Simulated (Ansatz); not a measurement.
Defect migration in beta Ga2O3 with all lengths changed by -1 %: Ga vacancy, charge state -3. All values below come from PBE, PAW (plane waves to 420 eV; Ansatz, an electronic-structure program).

Settings: 120 host sites, the strained lattice (strain from the relaxed PBE one, atoms relaxed), the Γ point alone, smearing 0.01 eV, spin-restricted, no image-charge correction. No zero-point or tunnelling terms. The charge state is imposed; whether it is stable for some Fermi level was not computed. Forms of the defect that were not tried may lie lower. The start lies 0.35 eV above the lowest site run (PBE).

Barriers: single points on a 2×2×2 k-point mesh shifted by half a step at the bands' geometries.

The step: a nearby Ga atom hops onto the vacant site; the atom moves 2.85 Å along (0.00, -0.93, 0.00) of the unit cell; the moving atom starts with neighbours O at 1.77, O at 1.88, O at 1.89, O at 1.90 Å and ends with O at 1.77, O at 1.88, O at 1.89, O at 1.90 Å.

Task: What migration barrier of this step does PBE, PAW give?

Result: 1.11 eV, the same both ways. At the saddle the moving atom has neighbours O at 1.78, O at 2.03, O at 2.05, O at 2.21, O at 2.23, O at 2.29 Å. The saddle point's order was not checked.
